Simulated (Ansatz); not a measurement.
Here is the system:

```
CELL_PARAMETERS angstrom
      0.00000     3.03318     3.03318
      3.03318     0.00000     3.03318
      3.03318     3.03318     0.00000
ATOMIC_POSITIONS crystal
  Li 0.25000 0.25000 0.25000
  Li 0.75000 0.75000 0.75000
  Se 0.00000 0.00000 0.00000
```

No spin polarisation.

Computed with PBE in Ansatz (plane waves to 420 eV, PAW, without spin-orbit coupling). Settings: 10×10×10 k-points, 0.05 eV Fermi–Dirac smearing.

What band gap does the calculation give?

3.00 eV.

What pressure does the calculation give?

-9.5 kbar.

What is the computed gap character?

Indirect, Γ → X.

Predict the hole mass (degenerate bands, along [100]).

0.36, 0.85, 0.85 mₑ (at Γ).

The cells carry an imposed strain or load. Masses are band curvatures over ±0.01 Å⁻¹ around the edge. Stability against distortions was not tested. The cell was made from Li₂Se in the anti-fluorite structure (space group Fm-3m, No. 225) by this change: isotropic strain +1.00 %.

Ansatz is a first-principles code.
